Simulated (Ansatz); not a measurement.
Take Si3N4 (space group P6_3/m, No. 176; a = 7.6246 Å, c = 2.9105 Å) as the base.

Method: PBEsol (Ansatz, a first-principles code; PAW; 420 eV plane waves; no SOC).

One change was made to it. Results:

| quantity | base | after |
|---|---|---|
| electron mass | 0.22 mₑ along c, 1.4 mₑ across (at Γ) | 0.22 mₑ along c, 1.4 mₑ across (at Γ) |
| volume per atom | 10.47 Å³ | 10.34 Å³ |
| band gap | 4.19 eV | 4.23 eV |
| width of the top valence band | 1.38 eV | 1.41 eV |

Task: Which of these changes matches the shifts?
A) pressure 10 GPa
B) pressure 7.5 GPa
C) pressure 3 GPa

Result: C, pressure 3 GPa. For comparison, the band gap in the other runs: pressure 10 GPa gives 4.31 eV; pressure 7.5 GPa gives 4.28 eV.

Load acts through the strain it causes; cell and atoms are relaxed under it. Effective masses come from finite differences of ±0.01 Å⁻¹. No phonon test of stability was made. No other phases were tried under pressure.
